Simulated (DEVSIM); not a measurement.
Device: illuminated Si p-on-n cell, one wavelength, with a back-surface field, at 300 K.

Layer 1 from the left is Si, thickness (μm) 0.110, Na (cm⁻³) 1.1e18, τn (s) 2.8e-9, τp (s) 4.6e-9, absorption coefficient (cm⁻¹) 310. Layer 2 from the left is Si, thickness (μm) 41.0, Nd (cm⁻³) 4.8e16, τn (s) 2.3e-7, τp (s) 2.3e-7, absorption coefficient (cm⁻¹) 310. Layer 3 from the left is Si, thickness (μm) 1.00, Nd (cm⁻³) 1.4e18, τn (s) 2.3e-7, τp (s) 2.3e-7, absorption coefficient (cm⁻¹) 310.

Left contact: ohmic, minority electron recombination velocity 5e6 cm/s. Right contact: ohmic, minority hole recombination velocity 30 cm/s. Voltage is applied to the left contact. Recombination: SRH at mid-gap, radiative, Auger. Light enters at the left, 2.3e18 photons cm⁻² s⁻¹, one pass, no reflection. Mobility is μmin + (μ − μmin)/(1 + (N/Nref)^α).

The device is made up for the run: typed textbook-type constants, with dimensions and the other settings drawn at random. Values at 300 K.

Si: gap (eV) 1.124, affinity (eV) 4.05, permittivity 11.7, Nc (cm⁻³) 2.86e19, Nv (cm⁻³) 3.1e19, μn (cm²/Vs) 1417, μp (cm²/Vs) 470, μn,min 52, μp,min 45, Nref,n 9.7e16, Nref,p 2.2e17, αn 0.68, αp 0.72, B (cm³/s) 4.7e-15, Cn (cm⁶/s) 2.8e-31, Cp (cm⁶/s) 9.9e-32.

Model (solved in DEVSIM): 1D drift-diffusion, Boltzmann statistics, complete ionisation; no tunnelling, impact ionisation, image-force lowering or self-heating.

Dark forward current:

```
|V| (V)  |J| (A/cm²)
-------  -----------
0.05        7.918e-9
0.10        2.827e-8
0.15        8.559e-8
0.20        2.583e-7
0.25        8.395e-7
0.30        3.162e-6
0.35        1.451e-5
0.40        7.976e-5
0.45       0.0004934
0.50        0.003244
0.55         0.02192
0.60          0.1496
0.65           1.010
0.70           6.221
0.75           27.66
0.80           77.78
0.85           164.8
0.90           318.9
0.95           625.9
1.00            1251
1.05            2429
```

Q: Work out the local ideality factor n = ΔV / (kT/q · ln(J2/J1)) between the rows 0.15 and 0.20 V, 0.55 and 0.60 V, 1.00 and 1.05 V.

A: kT/q = 25.85 mV. From 0.15 to 0.20 V: ln(2.583e-7/8.559e-8) = 1.105, n = 1.75. From 0.55 to 0.60 V: ln(0.1496/0.02192) = 1.921, n = 1.01, near the 1 of diffusion or emission over a barrier. From 1.00 to 1.05 V: ln(2429/1251) = 0.664, n = 2.92.

Q: What current could the absorbed light give at most, and what share is collected?

A: Σ αd = 1.31, so qΦ(1 − exp(−Σ αd)) = 269 mA/cm². The simulated short-circuit current is 119.0 mA/cm², a share of 0.44.

Q: Estimate the open-circuit voltage by superposition: the voltage at which the dark current equals that short-circuit current.

A: Interpolating ln J in the table gives 0.594 V. The simulation gives 0.594 V, the same within the digits that matter. Superposition holds where collection doesn't change with voltage.

Q: Estimate the fill factor from FF0 = (v − ln(v + 0.72))/(v + 1), v = qVoc/(nkT), with n from the dark curve.

A: The rows about Voc, 0.55 and 0.60 V, give n = 1.01, so v = 22.8 and FF0 = 0.825. The simulation gives 0.823, the same within the digits that matter.
